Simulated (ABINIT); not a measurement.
# Several settings converged on CaHg (P4mm, 2 atoms in the cell)

```
CELL_PARAMETERS angstrom
      3.77342     0.00000     0.00000
      0.00000     3.77342     0.00000
      0.00000     0.00000     3.77342
ATOMIC_POSITIONS crystal
  Ca 0.00000 0.00000 0.01325
  Hg 0.50000 0.50000 0.50000
```

Base method: PBEsol, norm-conserving pseudopotentials (PseudoDojo nc-sr-04 PBEsol standard) (plane waves; ABINIT).

Base settings: pseudos = [Ca.upf, Hg.upf]; ecut = 34 Ha; occopt = 7; tsmear = 0.00367493 Ha; ngkpt = 3 3 3; nshiftk = 1; shiftk = 0 0 0; potentials = PseudoDojo nc-sr-04 PBEsol standard; nband = 21; kptopt = 1.

The count of work is k-points × plane waves × bands × iterations; it is no time. Core times come from one kind of shared machine, to one figure; runs under 30 s give none.

**The cutoff for other potential files**

Level: DFT, PBEsol, plane waves, PAW (JTH v2.0 PBE PAW, files made for PBE).

In this ladder: pseudos = [Ca.GGA_PBE-JTH.xml, Hg.GGA_PBE-JTH.xml]; nband = 16; potentials = JTH v2.0 PBE PAW; pawxcdev = 0; ixc = -116133. Moved along: pawecutdg.

The second cell is the first with its lattice scaled by 0.98.

The mesh stays at the base's, so the ladder's end is converged at best in this setting alone.

Only quantities that move along the ladder and can be compared are tabulated.

```tsv
ecut	free energy less the last step's (meV/atom)	energy of the compressed cell less the first (meV/atom)	pressure (GPa)	count of work / last
9.5 Ha	161.05	16.57	-3.29	0.072
12 Ha	67.54	16.39	0.04	0.15
15 Ha	26.59	15.60	-0.05	0.19
18 Ha	9.20	15.67	0.37	0.26
21 Ha	4.06	15.39	0.48	0.35
25 Ha	2.13	15.34	0.53	0.46
32 Ha	0.38	15.37	0.54	0.67
42 Ha	0.00	15.35	0.55	1.0
```

Coarsest ecut that holds the pressure within 1 GPa of the last step, with all finer ones: 12 Ha, at 0.15 of the last step's count of work; the step before is off by 3.8 GPa.

Coarsest ecut that holds the free energy within 1 meV/atom of the last step, with all finer ones: 32 Ha; the step before is off by 2.1 meV/atom.

Coarsest ecut that holds the energy of the compressed cell less the first within 0.5 meV/atom of the last step, with all finer ones: 15 Ha, at 0.19 of the last step's count of work; the step before is off by 1.0 meV/atom.

The energy difference between the two cells stays within 1 meV/atom of the last step's from 15 Ha on, the total only from 32 Ha on: much of the error is common to both cells and cancels.

At the lowest cutoff the pressure lies 3.8 GPa under the last step's, the usual sign of Pulay stress in an incomplete plane-wave basis.

**The relaxed cell against the cutoff**

On CaHg (Pm-3m, 2 atoms in the cell): atoms on their sites.

In this ladder: toldfe = default; tolvrs = 1e-11; ionmov = 22; ntime = 40; tolmxf = 5e-05 Ha/bohr; optcell = 2; dilatmx = 1.08; ecutsm = 0.5 Ha.

The mesh stays at the base's, so the ladder's end is converged at best in this setting alone.

Only quantities that move along the ladder and can be compared are tabulated.

| ecut | relaxed volume (Å³/atom) | relaxation steps | core time / last (rough) |
|---|---|---|---|
| 17 Ha | 27.360 | 14 | 0.3 |
| 20 Ha | 27.242 | 4 | – |
| 24 Ha | 26.967 | 5 | 0.2 |
| 29 Ha | 27.350 | 6 | 0.3 |
| 34 Ha | 27.317 | 6 | 0.3 |
| 41 Ha | 27.318 | 6 | 0.4 |
| 51 Ha | 27.319 | 6 | 0.5 |
| 68 Ha | 27.318 | 6 | 1 |

Coarsest ecut that holds the relaxed volume within 0.027 Å³/atom of the last step, with all finer ones: 34 Ha, at about 0.3 of the last step's time; the step before is off by 0.032 Å³/atom.

On the base run: the starting cell comes from a database of computed structures (which also holds hypothetical and non-ambient phases and stackings), without a prior relaxation at this level. Its lattice was rescaled by up to half a per cent. One atom was moved a little off its site on purpose. Without a gap this mesh is coarse (it stands for a supercell whose shortest vector is 11 Å).
